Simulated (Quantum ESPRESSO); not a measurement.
# Cost against accuracy: conv_thr for Ba₃Ga₂S₆ (C2/c, 22 atoms in the cell)

Cell: a = 8.5854 Å, b = 8.5854 Å, c = 9.1613 Å, α = 90.94°, β = 90.94°, γ = 115.70°.

Method of the run: LDA (PZ), GBRV 1.5 ultrasoft (LDA) pseudopotentials (plane waves; Quantum ESPRESSO 7.5).

Base settings: ecutwfc = 50 Ry; ecutrho = 250 Ry; occupations = fixed; potentials = {Ba: ba_lda_v1.uspp.F.UPF, Ga: ga_lda_v1.4.uspp.F.UPF, S: s_lda_v1.4.uspp.F.UPF}; K_POINTS = automatic 2 2 2 0 0 0; nbnd = 108; conv_thr = 1e-10 Ry; mixing_beta = 0.4.

Misses are taken against the tightest run, 7.3e-14 Ry, which need not be fully converged itself.

The count of work is k-points × plane waves × bands × iterations; it is no time, and leaves out set-up, grids and terms that scale otherwise. Core times come from one kind of shared machine and are given to one figure; runs under 30 s give none.

The starting cell comes from a database of computed structures (which also holds hypothetical and non-ambient phases and stackings), without a prior relaxation at this level. In the base run, with a pressure of about -3 GPa the cell is away from its equilibrium volume at this level.

```csv
conv_thr,pressure less reference (GPa),largest difference in the force on any atom (eV/Å),gap on the mesh less reference (eV),count of work / reference,core time / reference (rough)
0.0073 Ry,-2.74,0.682,0.046,0.26,0.4
0.00073 Ry,-0.71,0.134,0.006,0.32,0.5
7.3e-05 Ry,-0.09,0.019,0.000,0.42,0.6
7.3e-06 Ry,-0.09,0.019,0.000,0.42,0.7
7.3e-07 Ry,0.03,0.009,0.000,0.53,0.6
7.3e-08 Ry,-0.01,0.002,0.000,0.63,0.7
7.3e-10 Ry,0.00,0.000,0.000,0.74,0.8
1e-10 Ry,0.00,0.000,0.000,0.74,0.9
7.3e-12 Ry,0.00,0.000,0.000,0.84,0.9
7.3e-14 Ry,0.00,0.000,0.000,1.0,1
```

Coarsest setting among those run that, with all tighter ones, holds the pressure within 2 GPa of the reference: 0.00073 Ry, off by 0.71 GPa; its saving against the reference is no more than about a factor of 2 in time.

Coarsest setting among those run that, with all tighter ones, holds the pressure within 0.2 GPa of the reference: 7.3e-05 Ry, off by 0.094 GPa; its saving against the reference is no more than about a factor of 2 in time.

The step from 0.0073 Ry to 1e-10 Ry: it takes the miss in the pressure from 2.7 to 0.001 GPa, for 2.8 times the count of work and roughly 2 times the time.
